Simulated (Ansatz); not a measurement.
Bi2Te2S (within 0.1 Å of I4/mmm, No. 139, 5 atoms in the cell; start mp-632485; a measured phase of this formula has another space group), treated with PBEsol (Ansatz, a first-principles code, plane waves, PAW).

Settings: plane-wave cutoff 520 eV, 8×8×8 k mesh, Fermi–Dirac smearing 0.01 eV, scalar-relativistic PAW data made under PBE.

Cell (relaxed with PBEsol):

```xyz
5
Lattice="9.2759 -2.1863 -0.0908 9.2759 2.1863 -0.0908 -0.9877 0.0000 4.2588" Properties=species:S:1:pos:R:3 pbc="T T T"
Bi    15.1174     0.0000     3.5105
Bi     2.4467     0.0000     0.5667
Te    11.8476     0.0000     2.7496
Te     5.7165     0.0000     1.3276
S      0.0000     0.0000     0.0000
```

What does this level give for the band gap, smallest direct gap on the k points sampled and direct gap at Γ?


band gap: 0.10 eV
smallest direct gap on the k points sampled: 0.35 eV
direct gap at Γ: 3.28 eV

Spin–orbit coupling is not included; it can close the smallest gap of 0.10 eV.

The computed numbers hold no vibrational or temperature effects.

A start named mp-… is a Materials Project structure, which need not be a measured phase.
